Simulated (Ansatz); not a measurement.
System: Ge3Si (I4/mmm, No. 139, 4 atoms in the cell; start mp-1187004). Method: PBEsol in Ansatz (PAW).

Settings: plane-wave cutoff 520 eV, 20×20×20 k mesh, Fermi–Dirac smearing 0.05 eV, scalar-relativistic PAW data made under PBE.

Cell (relaxed at this level):

```cif
data_Ge3Si
_chemical_formula_sum 'Si1 Ge3'
_space_group_name_H-M_alt 'P 1'
_space_group_IT_number 1
_cell_length_a 5.41266
_cell_length_b 5.41266
_cell_length_c 5.41266
_cell_angle_alpha 137.861
_cell_angle_beta 137.861
_cell_angle_gamma 61.116
loop_
_space_group_symop_operation_xyz
  'x, y, z'
loop_
_atom_site_label
_atom_site_type_symbol
_atom_site_fract_x
_atom_site_fract_y
_atom_site_fract_z
_atom_site_occupancy
Si1 Si 0.00000 0.00000 0.00000 1
Ge1 Ge 0.75000 0.25000 0.50000 1
Ge2 Ge 0.25000 0.75000 0.50000 1
Ge3 Ge 0.50000 0.50000 0.00000 1
```

Q: Estimate the bulk modulus that the calculation returns.

A: 
bulk modulus: 77.3 GPa

The run finds no gap.

Note: the bulk modulus is −V dP/dV from two relaxed cells at ±2 % in volume; the relaxation could not lower the start's symmetry, so the cell can be a saddle point above a distorted one.

Static lattice: no zero-point or thermal effects.

A start named mp-… is a Materials Project structure, which need not be a measured phase.

Ansatz is a first-principles code.
